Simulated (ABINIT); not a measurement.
ABINIT run on TaAl3 (I4/mmm, 4 atoms in the cell): self-consistent single point.

Method: LDA (PW92), PAW (JTH v2.0 LDA PAW) (plane waves; ABINIT).

```yaml
crystal:
  lattice:
    - [-1.91710, 1.91710, 4.25129]
    - [1.91710, -1.91710, 4.25129]
    - [1.91710, 1.91710, -4.25129]
  atoms:
    - { symbol: Ta, position: [0.00000, 0.00000, 0.00000] }
    - { symbol: Al, position: [0.50000, 0.50000, 0.00000] }
    - { symbol: Al, position: [0.75000, 0.25000, 0.50000] }
    - { symbol: Al, position: [0.25000, 0.75000, 0.50000] }
```

Reference input (self-consistent single point, DFT, PBEsol, plane waves, PAW (JTH v2.0 PBE PAW, files made for PBE)): pseudos = [Ta.GGA_PBE-JTH.xml, Al.GGA_PBE-JTH.xml]; ecut = 42 Ry; pawecutdg = 84 Ry; pawxcdev = 0; ixc = -116133; occopt = 7; tsmear = 0.1 eV; ngkpt = 11 11 11; nshiftk = 1; shiftk = 0 0 0; potentials = JTH v2.0 PBE PAW; nband = 16. This run's input differs from it in these lines:

```diff
@@ -1,4 +1,4 @@
-# TaAl3, JTH v2.0 PBE PAW
+# TaAl3, JTH v2.0 LDA PAW
 pp_dirpath "./"
-pseudos "Ta.GGA_PBE-JTH.xml, Al.GGA_PBE-JTH.xml"
+pseudos "Ta.LDA_PW-JTH.xml, Al.LDA_PW-JTH.xml"
 acell 3*1.0
@@ -21,3 +21,2 @@
 pawxcdev 0
-ixc -116133
 occopt 7
```

Its files differ too (potentials: JTH v2.0 PBE PAW → JTH v2.0 LDA PAW).

The program printed (abridged):

```
--- !BeginCycle
solver: {iscf: 17, nstep: 60, nline: 4, wfoptalg: 10, }
tolerances: {tolvrs: 1.00E-11, }
...

     iter   Etot(hartree)      deltaE(h)  residm     nres2
 ETOT  1  -63.007163824569    -6.301E+01 8.099E+00 9.213E+00
 ETOT  2  -65.702067778504    -2.695E+00 8.858E-02 6.943E+00
 ETOT  3  -65.692075023524     9.993E-03 5.473E-02 2.122E+00
 ETOT  4  -65.687671748305     4.403E-03 1.926E-02 1.056E-01
 ETOT  5  -65.687471656588     2.001E-04 6.085E-03 9.975E-03
   [... 4 lines left out ...]
 ETOT 10  -65.687476054838     1.084E-09 6.643E-04 3.442E-08
 ETOT 11  -65.687476054868    -3.021E-11 4.248E-04 7.516E-09
 ETOT 12  -65.687476054853     1.515E-11 5.734E-04 3.034E-10
 ETOT 13  -65.687476054853     4.974E-13 3.395E-04 9.103E-12
 At SCF step   13       nres2   =  9.10E-12 < tolvrs=  1.00E-11 =>converged.

 Cartesian components of stress tensor (hartree/bohr^3)
  sigma(1 1)=  1.44881064E-04  sigma(3 2)=  0.00000000E+00
  sigma(2 2)=  1.44881064E-04  sigma(3 1)=  0.00000000E+00
  sigma(3 3)=  1.19876410E-04  sigma(2 1)=  0.00000000E+00

 ----iterations are completed or convergence reached----

 reduced coordinates (array xred) for    4 atoms
       0.000000000000      0.000000000000      0.000000000000
       0.500000000000      0.500000000000      0.000000000000
       0.750000000000      0.250000000000      0.500000000000
       0.250000000000      0.750000000000      0.500000000000
 cartesian forces (eV/Angstrom) at end:
    1     -0.00000000000000    -0.00000000000000     0.00000000000000
   [... lines left out ...]
 Fermi (or HOMO) energy (hartree) =   0.27711   Average Vxc (hartree)=  -0.40323
   [... lines left out ...]
'-kT*entropy'       : -1.13001286535056E-04
total_energy        : -6.56874763997825E+01
total_energy_eV     : -1.78744713510917E+03
...

-Cartesian components of stress tensor (GPa)         [Pressure= -4.0173E+00 GPa]
- sigma(1 1)=  4.26254736E+00  sigma(3 2)=  0.00000000E+00
- sigma(2 2)=  4.26254736E+00  sigma(3 1)=  0.00000000E+00
- sigma(3 3)=  3.52688516E+00  sigma(2 1)=  0.00000000E+00

 Calculation completed.
```

The run converged in 13 iterations. Against the reference run the pressure goes from -0.21 to -4.02 GPa.

The starting cell comes from a database of computed structures (which also holds hypothetical and non-ambient phases and stackings), without a prior relaxation at this level. Spin polarisation is off. With a pressure of about -4 GPa the cell is away from its equilibrium volume at this level.

Cost on one core of a shared machine: roughly 4 min.
